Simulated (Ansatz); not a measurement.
The starting structures come from a database of crystals and need not be the phases stable at ambient conditions.

Inside the gap of an insulator the Bloch states are evanescent, with a wavenumber k + iκ along the transport direction.

Data:

```yaml
crystal:
  lattice:
    - [6.71990, 0.00209, -0.00835]
    - [-0.22537, 6.61991, 0.11706]
    - [3.18156, 1.73808, 5.51008]
  atoms:
    - { symbol: Re, position: [0.68358, 0.50811, 0.06412] }
    - { symbol: Re, position: [0.31642, 0.49189, 0.93588] }
    - { symbol: Re, position: [0.70955, 0.50326, 0.48649] }
    - { symbol: Re, position: [0.29045, 0.49674, 0.51351] }
    - { symbol: Se, position: [0.61877, 0.80078, 0.24541] }
    - { symbol: Se, position: [0.38123, 0.19922, 0.75459] }
    - { symbol: Se, position: [0.66504, 0.76720, 0.71679] }
    - { symbol: Se, position: [0.33496, 0.23280, 0.28321] }
    - { symbol: Se, position: [0.89149, 0.27223, 0.22666] }
    - { symbol: Se, position: [0.10851, 0.72777, 0.77334] }
    - { symbol: Se, position: [0.86279, 0.29926, 0.75641] }
    - { symbol: Se, position: [0.13721, 0.70074, 0.24359] }
```

Space group of this cell: P-1. The cell was relaxed by PBE-D3(BJ); by r2SCAN its mean pressure is 1.2 GPa.

Transport runs along the normal of the first two printed cell vectors.

No gap correction and no spin-orbit coupling; mid-gap values are interpolated between computed energies.

Problem. State the band gap and the smallest decay constant κ at mid-gap according to r2SCAN (Ansatz, an electronic-structure program).

Solution. Gap 1.10 eV on a 6×6×6 mesh; κ = 0.200 1/Å, at (0.000, 0.500) of the in-plane reciprocal vectors. At the zone centre, at the nearest computed energy, the slowest state has κ = 0.23 1/Å.
